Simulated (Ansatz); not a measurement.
## Bi₂O₂Te (model structure, started from the La2SO2 type, P-3m1, No. 164, 5 atoms in the cell): properties by level of theory

```
level (code)         equilibrium lattice constant a (Å)  lattice parameter c (Å)  cohesive energy (eV/atom)
-------------------  ----------------------------------  -----------------------  -------------------------
LDA (Ansatz)                                          …                    7.281                          …
PBEsol (Ansatz)                                   4.035                    7.333                          …
PBE-D3(BJ) (Ansatz)                               4.052                    7.360                       3.88
```

### Question
Some entries are withheld; supply them.

### Answer

- LDA (Ansatz, a first-principles code), equilibrium lattice constant a (Å): 4.000
- LDA (Ansatz), cohesive energy (eV/atom): 4.56
- PBEsol (Ansatz), cohesive energy (eV/atom): 3.94

Ansatz's density-functional and Hartree–Fock values are scalar-relativistic unless marked +SOC, with PAW data made under PBE.

Free atoms are spin-polarised, in the lowest state found; at levels without +SOC their spin–orbit coupling is left out.

The computed numbers hold no vibrational or temperature effects.

A model structure was made by putting elements into a prototype or built by hand; it is no filed structure, need not be a known phase, and can be a saddle point held by its symmetry.
